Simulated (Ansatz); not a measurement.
# Effective masses and thermopower of GaAs under load (space group I-4m2)

```yaml
crystal:
  lattice:
    - [0.00000, 2.88152, 2.79171]
    - [2.88152, 0.00000, 2.79171]
    - [2.88152, 2.88152, 0.00000]
  atoms:
    - { symbol: Ga, position: [0.00000, 0.00000, 0.00000] }
    - { symbol: As, position: [0.25000, 0.25000, 0.25000] }
```

Computed with r2SCAN with spin-orbit coupling, rigid bands (plane waves, PAW; Ansatz, a first-principles code). Condition of this run: biaxial stress xx = yy = -2 GPa (compression positive) (the target of the relaxation). How the cell was made: cell and atoms relaxed with r2SCAN, then loaded as said.

```yaml
band_gap: 0.62 eV
electron conductivity mass (300 K, dilute): 0.052 (x), 0.052 (y), 0.046 (z) mₑ
hole conductivity mass (300 K, dilute): 0.38 (x), 0.38 (y), 0.154 (z) mₑ
effective density of states N_c (300 K): 2.5e17 cm⁻³
effective density of states N_v (300 K): 3.0e18 cm⁻³
density_of_states_mass_electrons: 0.046 mₑ
density_of_states_mass_holes: 0.24 mₑ
Seebeck coefficient, n-type 1e19 cm⁻³, 300 K: -38 μV/K
Seebeck coefficient, p-type 1e19 cm⁻³, 300 K: 188 μV/K
```

Rigid bands; masses and Seebeck coefficients take one relaxation time τ for all states and one kind of carrier; polarons and phonon drag are left out.
